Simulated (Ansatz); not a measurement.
**CaZrF6, element substitutions**

Start from CaZrF6 (space group Fm-3m, No. 225; a = 8.5108 Å; a cell from a computed database, its experimental status unchecked).

Each row replaces one element on all its sites; cell and atoms are relaxed.

Levels (all Ansatz, a first-principles code, PAW): PBEsol (420 eV, no spin-orbit coupling); HSE06 (420 eV, without spin-orbit coupling).

Band gaps by level, all at the geometries relaxed with PBEsol:

```csv
case,PBEsol,HSE06
base,7.01 eV,9.31 eV
Zr → Ti,4.89 eV,7.07 eV
Ca → Be,6.54 eV,8.81 eV
```

Single points use the geometry relaxed with PBEsol. Whether these cells are dynamically stable was not tested. As relaxed here, CaTiF6 and ZrBeF6 are hypothetical phases, not in the database extracts checked. All final runs are without spin polarisation.
